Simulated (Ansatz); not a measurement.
Start from AlAs in the zinc blende structure (space group F-43m, No. 216).

```xyz
2
Lattice="0.0000 2.8371 2.8371 2.8371 0.0000 2.8371 2.8371 2.8371 0.0000" Properties=species:S:1:pos:R:3 pbc="T T T"
As     4.2557     4.2557     4.2557
Al     0.0000     0.0000     0.0000
```

Cartesian axes are those of the cell as printed.

Computed with PBEsol in Ansatz (plane waves to 420 eV, PAW, spin-orbit coupling left out), earlier PAW set.

Base values:

The valley order is X along ⟨100⟩ 1.34 eV; Γ 1.91 eV; L along ⟨111⟩ 2.06 eV and the shortest interatomic distance comes out as 2.457 Å.

Modification: strain tensor (xx, yy, zz, yz, xz, xy) = (−0.01, +1.53, −0.81, +0.09, −1.30, +1.26) %, atoms relaxed at fixed cell.

**Question.** Estimate the effect on the largest internal atomic displacement.

**Answer.** The largest internal atomic displacement is 0.015 Å.

**Question.** What happens to the energy relative to the base?

**Answer.** The energy goes up by 6.1 meV/atom.

**Question.** How does this affect the valley order?

**Answer.** The valley order (the lowest conduction-band minima on the path, energy above the VBM, named in the base's zone) changes from X along ⟨100⟩ 1.34 eV; Γ 1.91 eV; L along ⟨111⟩ 2.06 eV to X along [001] 1.10 eV; X along [100] 1.17 eV; X along [010] 1.21 eV; L along [1-11] 1.63 eV; Γ 1.65 eV.

**Question.** What does the calculation give for the shortest interatomic distance after the change?

**Answer.** The shortest interatomic distance drops by 0.011 Å to 2.446 Å.

The levels and masses belong to the bands next to the band gap. Whether these cells are dynamically stable was not tested.

Ansatz is a first-principles code.
